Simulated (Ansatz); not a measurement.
# Bulk modulus B0 of ZnGa3N3O (model structure, P3m1, No. 156, 8 atoms in the cell) at several levels of theory

No measured value is used here.

Q: Put these levels in order of the bulk modulus B0 that they give for ZnGa3N3O (model structure, P3m1, No. 156, 8 atoms in the cell), smallest first: LDA (Ansatz, an electronic-structure program), PBE (Ansatz), PBEsol (Ansatz).

A: PBE (78.2 GPa), PBEsol (121 GPa), LDA (145 GPa)

Unless a cell is named, each level is at its own relaxed cell (LDA 11.39, PBE 12.35, PBEsol 11.78 Å³/atom).

LDA, PBEsol, PBE: the bulk modulus is −V dP/dV from two relaxed cells at ±2 % in volume. Each level is taken at its own relaxed cell. Ansatz's density-functional and Hartree–Fock values are scalar-relativistic unless marked +SOC, with PAW data made under PBE.

A model structure was made by putting elements into a prototype or built by hand; it is no filed structure, need not be a known phase, and can be a saddle point held by its symmetry.
